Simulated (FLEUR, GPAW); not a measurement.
A GPAW input for a self-consistent single point of Mo (Im-3m, 1 atom in the cell) (DFT LDA (Perdew-Wang 92), plane waves, GPAW PAW datasets LDA (gpaw-data 1.0.1)):

```python
from ase import Atoms
from ase.units import GPa
from gpaw import GPAW, PW

atoms = Atoms(['Mo'],
              cell=[[-1.575000, 1.575000, 1.575000],
                    [1.575000, -1.575000, 1.575000],
                    [1.575000, 1.575000, -1.575000]],
              positions=[[0.000000, 0.000000, 0.000000]],
              pbc=True)

calc = GPAW(mode=PW(600),
            xc='LDA',
            kpts={'size': (10, 10, 10), 'gamma': True},
            occupations={'name': 'methfessel-paxton', 'width': 0.05, 'order': 0},
            nbands=-7,
            symmetry={'symmorphic': False, 'tolerance': 0.0005},
            maxiter=120)

atoms.calc = calc

energy = atoms.get_potential_energy()
print('Energy (eV):', round(energy, 6))
forces = atoms.get_forces()
print('Forces (eV/Ang):')
print(forces.round(5))
stress = atoms.get_stress()
print('Stress (GPa, Voigt):', (stress / GPa).round(4))
```

Translate this input to FLEUR.

This is the input that was run; spellings and numerical settings could be chosen otherwise.

Input of the input generator:

```
Mo
&input film=f /
-2.9763186463 2.9763186463 2.9763186463
2.9763186463 -2.9763186463 2.9763186463
2.9763186463 2.9763186463 -2.9763186463
1.0
1.0 1.0 1.0

1
42 0.0000000000 0.0000000000 0.0000000000

&comp jspins=1 /
&exco xctyp='pz' /
&kpt div1=10 div2=10 div3=10 gamma=t /
&end /
```

```xml
<?xml version="1.0" encoding="UTF-8" standalone="no"?>
<fleurInput fleurInputVersion="0.39">
   <comment>
      Mo                                                                                                  
   </comment>
   <calculationSetup>
      <cutoffs Kmax="4.2" Gmax="14.7" GmaxXC="14.7" numbands="0"/>
      <scfLoop itmax="100" minDistance="0.00001" maxIterBroyd="15" imix="Anderson" alpha="0.05" precondParam="0.0" spinf="2.0"/>
      <coreElectrons ctail="T" frcor="F" kcrel="0" coretail_lmax="0"/>
      <xcFunctional name="pz" relativisticCorrections="F"/>
      <magnetism jspins="1"/>
      <soc l_soc="F" theta="0.0" phi="0.0" spav="F"/>
      <expertModes spex="0" secvar="F"/>
      <geometryOptimization l_f="T" forcealpha="1.0" forcemix="BFGS" epsdisp="0.00001" epsforce="0.00001"/>
      <ldaU l_linMix="F" mixParam="0.05" spinf="1.0"/>
   </calculationSetup>
   <cell>
      <bzIntegration valenceElectrons="14.0" mode="gauss" fermiSmearingEnergy="0.00183747">
         <kPointListSelection listName="default-1"/>
         <!-- k-points included here -->
         <xi:include xmlns:xi="http://www.w3.org/2001/XInclude" href="kpts.xml"> </xi:include>
      </bzIntegration>
      <!-- symmetry operations included here -->
      <xi:include xmlns:xi="http://www.w3.org/2001/XInclude" href="sym.xml"> </xi:include>
      <bulkLattice scale="1.0">
         <bravaisMatrix>
            <row-1>   -2.9763186463000002     2.9763186463000002     2.9763186463000002</row-1>
            <row-2>    2.9763186463000002    -2.9763186463000002     2.9763186463000002</row-2>
            <row-3>    2.9763186463000002     2.9763186463000002    -2.9763186463000002</row-3>
         </bravaisMatrix>
      </bulkLattice>
   </cell>
   <atomSpecies>
      <species name="Molybdenum (Mo)" element="Mo" atomicNumber="42">
         <mtSphere radius="2.40" gridPoints="829" logIncrement="0.015"/>
         <atomicCutoffs lmax="10" lnonsphr="8"/>
         <electronConfig flipSpins="F">
            <coreConfig>(1s1/2) (2s1/2) (2p1/2) (2p3/2) (3s1/2) (3p1/2) (3p3/2) (3d3/2) (3d5/2)</coreConfig>
            <valenceConfig>(4s1/2) (4p1/2) (4p3/2) (5s1/2) (4d3/2) (4d5/2)</valenceConfig>
            <stateOccupation state="(5s1/2)" spinUp="0.5" spinDown="0.5"/>
            <stateOccupation state="(4d3/2)" spinUp="1.0" spinDown="1.0"/>
            <stateOccupation state="(4d5/2)" spinUp="1.5" spinDown="1.5"/>
         </electronConfig>
         <energyParameters s="5" p="5" d="4" f="4"/>
         <lo type="SCLO" l="0" n="4" eDeriv="0"/>
         <lo type="SCLO" l="1" n="4" eDeriv="0"/>
      </species>
   </atomSpecies>
   <atomGroups>
      <atomGroup species="Molybdenum (Mo)">
         <relPos label="                   1">.0000000000 .0000000000 .0000000000</relPos>
         <force calculate="T" relaxXYZ="TTT"/>
      </atomGroup>
   </atomGroups>
   <output dos="F" band="F" slice="F">
      <checks vchk="F" cdinf="F"/>
      <bandDOS minEnergy="-.5*Htr" maxEnergy="0.5*Htr" sigma="0.015" storeEVData="T"/>
      <vacuumDOS vacdos="F" integ="F" star="F" nstars="0" locx1="0.0" locy1="0.0" locx2="0.0" locy2="0.0" nstm="0" tworkf="0.0"/>
      <unfoldingBand unfoldBand="F" supercellX="1" supercellY="1" supercellZ="1"/>
      <plotting iplot="0" polar="F">
         <plot TwoD="T" vec1="  1.0  0.0  0.0" vec2="  0.0  1.0  0.0" vec3="  0.0  0.0  1.0" zero="  0.0  0.0  0.0" file="plot"/>
      </plotting>
      <chargeDensitySlicing numkpt="0" minEigenval="0.0" maxEigenval="0.0" nnne="0" pallst="F"/>
      <specialOutput eonly="F"/>
      <magneticCircularDichroism mcd="F" energyLo="-10.0" energyUp="0.0"/>
   </output>
  <!-- We include the file relax.xml here to enable relaxations (see documentation) -->
  <xi:include xmlns:xi="http://www.w3.org/2001/XInclude" href="relax.xml"> <xi:fallback/> </xi:include>
</fleurInput>
```

Basis settings and potentials, where a program has them, do not carry over. This input uses DFT, LDA (Perdew-Zunger), all-electron FLAPW (FLEUR), scalar-relativistic valence. LDA parametrisations can differ slightly between programs.

The starting cell has typed, rounded lattice constants, without a prior relaxation at this level.
